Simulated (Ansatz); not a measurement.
Surface energy of faces of hcp Zr in PBE and in LDA, in Ansatz (plane waves, PAW). Symmetric slabs relaxed with PBE from ideal cuts in 1x1 cells (the lowest computed cut and spin start of each face; real faces may reconstruct in larger cells); LDA values are single points on them, with the bulk at the same level. No spin-orbit coupling, no U.

```tsv
face	PBE (J/m²)	LDA (J/m²)
(0001)	1.59	1.77
(10-10)	1.67	1.86
(10-11)	1.59	1.78
(10-12)	1.69	1.89
(10-13)	1.73	1.94
(11-20)	1.68	1.91
(11-21)	1.74	?
(11-22)	1.73	1.92
(11-23)	1.77	1.97
```

Fit a straight line y = a·x + b by least squares to the 8 complete rows (x: PBE (J/m²); y: LDA (J/m²)).

the means are x̄ = 1.6812 and ȳ = 1.8800; Σ(x − x̄)² = 0.029487 and Σ(x − x̄)(y − ȳ) = 0.032300, so a = 1.095 and b = ȳ − a·x̄ = 0.038. The largest residual is 0.031.

What does the line predict for the withheld row, (11-21), and what did the calculation give?

the line gives 1.94; the calculation gave 1.96, a miss of 0.02, of the size of the fitted rows' scatter and rounding.

Ansatz is a first-principles code.
